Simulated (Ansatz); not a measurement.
The reference is ZrSe₂ in the CdI2 type structure (space group P-3m1, No. 164; a = 3.6598 Å, c = 5.8412 Å; layered, stacked along the Cartesian z axis; relaxed with 0.1 eV smearing).

Calculations: PBEsol-D3(BJ) (Ansatz, an electronic-structure program; PAW; 420 eV plane waves; scalar-relativistic without spin-orbit coupling).

Before the change:

```
Property   Result
--------  -------
Pressure  0.0 GPa
Band gap     zero
```

It is then changed as follows: the cell is scaled by 1.0100 in all directions, atoms relaxed at fixed cell.

**Question.** How does this affect the largest internal atomic displacement?

**Answer.** The largest internal atomic displacement is 0.028 Å.

**Question.** What does the calculation give for the energy relative to the base after the change?

**Answer.** The energy goes up by 2.9 meV/atom.

**Question.** What happens to the pressure?

**Answer.** The pressure (mean of the normal stresses, compression positive) goes from zero to -1.3 GPa.

**Question.** What happens to the band gap?

**Answer.** The band gap is still zero.

The cells carry an imposed strain or load. Whether these cells are dynamically stable was not tested. The final runs are not spin-polarised. A zero or small gap of ZrSe2 can be the functional's error rather than a property of the material.
